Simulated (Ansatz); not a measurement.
## A computed series for CdSe: pressure series

Start from CdSe in the zinc blende structure (space group F-43m, No. 216; a = 6.196 Å).

Cell and atoms are relaxed at each pressure.

All numbers come from Ansatz (a program for electronic structure) PBE, no spin-orbit coupling.

Notes on the quantities. hole mass: degenerate bands, along [100].

```csv
change,band gap,electron mass,hole mass,volume per atom
base,0.49 eV,0.052 mₑ (at Γ),"0.054, 0.73, 0.73 mₑ (at Γ)",29.74 Å³
pressure −2 GPa,0.39 eV,0.044 mₑ (at Γ),"0.045, 0.79, 0.79 mₑ (at Γ)",31.28 Å³
pressure −1 GPa,0.45 eV,0.048 mₑ (at Γ),"0.050, 0.76, 0.76 mₑ (at Γ)",30.45 Å³
pressure 0.9 GPa,0.53 eV,0.055 mₑ (at Γ),"0.057, 0.71, 0.71 mₑ (at Γ)",29.17 Å³
pressure 2.1 GPa,0.58 eV,0.059 mₑ (at Γ),"0.060, 0.69, 0.69 mₑ (at Γ)",28.50 Å³
pressure 4.5 GPa,0.66 eV,0.064 mₑ (at Γ),"0.067, 0.65, 0.65 mₑ (at Γ)",27.37 Å³
pressure 9 GPa,0.79 eV,0.072 mₑ (at Γ),"0.075, 0.59, 0.59 mₑ (at Γ)",25.76 Å³
pressure 15 GPa,0.91 eV,0.080 mₑ (at Γ),"0.083, 0.54, 0.54 mₑ (at Γ)",24.18 Å³
pressure 22.5 GPa,1.02 eV,0.086 mₑ (at Γ),"0.090, 0.49, 0.49 mₑ (at Γ)",22.73 Å³
pressure 30 GPa,___,___,___,___
```

### Question
Fill in the withheld entries from the trend.

### Answer

- pressure 30 GPa, band gap: 1.10 eV
- pressure 30 GPa, electron mass: 0.091 mₑ (at Γ)
- pressure 30 GPa, hole mass: 0.095, 0.46, 0.46 mₑ (at Γ)
- pressure 30 GPa, volume per atom: 21.62 Å³

Load acts through the strain it causes; cell and atoms are relaxed under it. Masses are band curvatures over ±0.01 Å⁻¹ around the edge. No phonon test of stability was made. Tetrahedral semiconductors of this kind turn to denser phases somewhere between about 1 and 50 GPa; those were not computed, so compressed cells here can lie past the real transition.
